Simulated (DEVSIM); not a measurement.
System: CdS/CdTe n-p heterojunction, at 350 K.

| layer (left to right) | material | thickness (μm) | Nd (cm⁻³) | Na (cm⁻³) | τn (s) | τp (s) |
|---|---|---|---|---|---|---|
| 1 | CdS | 0.0530 | 1.4e17 | - | 2e-9 | 2e-9 |
| 2 | CdTe | 3.10 | - | 2.2e15 | 2e-9 | 2e-9 |

Left contact: ohmic. Right contact: ohmic. Voltage is applied to the left contact. Recombination: SRH at mid-gap. Mobility is constant in doping. Where it depends on doping, it is μmin + (μ − μmin)/(1 + (N/Nref)^α).

This is a model device: material constants are rounded textbook-type values typed into the input, and sizes, dopings and lifetimes were drawn at random. Values at 300 K; Nc and Nv go as T^1.5, mobilities as T to minus their exponent, the gap by Varshni's rule with the affinity fixed. The table also holds parameters that only a changed run uses.

```
parameter             CdS     CdTe
----------------  -------  -------
gap (eV)              2.4      1.5
affinity (eV)         4.3     4.28
permittivity            9     10.2
Nc (cm⁻³)          2.2e18     8e17
Nv (cm⁻³)          1.8e19   1.8e19
μn (cm²/Vs)           300     1000
μp (cm²/Vs)            25       80
μn,min                 30      100
μp,min                  3       10
Nref,n               1e17     1e17
Nref,p               1e17     1e17
αn                    0.6      0.6
αp                    0.6      0.6
T exponent of μn      1.5      1.7
T exponent of μp      1.5      1.5
Cn (cm⁶/s)          1e-30    1e-30
Cp (cm⁶/s)          1e-30    1e-30
Varshni α (eV/K)  0.00039  0.00031
Varshni β (K)         103      108
```

Model (solved in DEVSIM): 1D drift-diffusion, Boltzmann statistics, complete ionisation; no tunnelling, impact ionisation, image-force lowering or self-heating. Band offsets follow the typed affinities; no thermionic-emission limit at abrupt steps, no polarisation charge.

Base results: dark forward voltage at 100 A/cm² (V) 1.185; dark forward voltage at 1 A/cm² (V) 0.907; largest field in the device at zero bias (V/cm) 33000; potential step across the device at zero bias (V) 1.097.

Question: What follows from this one change: doping Na of layer 2 2.2e+15 → 6.6e+13 cm^-3?

Answer: dark forward voltage at 100 A/cm² 1.185 → 1.844 V; dark forward voltage at 1 A/cm² 0.907 → 0.847 V; largest field in the device at zero bias 33000 → 15000 V/cm; potential step across the device at zero bias 1.097 → 0.991 V.

Question: What follows from this one change: temperature 350 → 450 K?

Answer: dark forward voltage at 100 A/cm² 1.185 → 1.076 V; dark forward voltage at 1 A/cm² 0.907 → 0.687 V; largest field in the device at zero bias little changed (32000 V/cm); potential step across the device at zero bias 1.097 → 0.933 V.

Question: What follows from this one change: minority lifetime in layer 2 2e-09 → 6e-11 s?

Answer: dark forward voltage at 100 A/cm² 1.185 → 1.390 V; dark forward voltage at 1 A/cm² 0.907 → 0.857 V; largest field in the device at zero bias little changed (33000 V/cm); potential step across the device at zero bias little changed (1.097 V).

Question: What follows from this one change: doping-dependent mobility in place of the constant one?

Answer: dark forward voltage at 100 A/cm² 1.185 → 1.199 V; dark forward voltage at 1 A/cm² little changed (0.909 V); largest field in the device at zero bias little changed (33000 V/cm); potential step across the device at zero bias little changed (1.097 V).
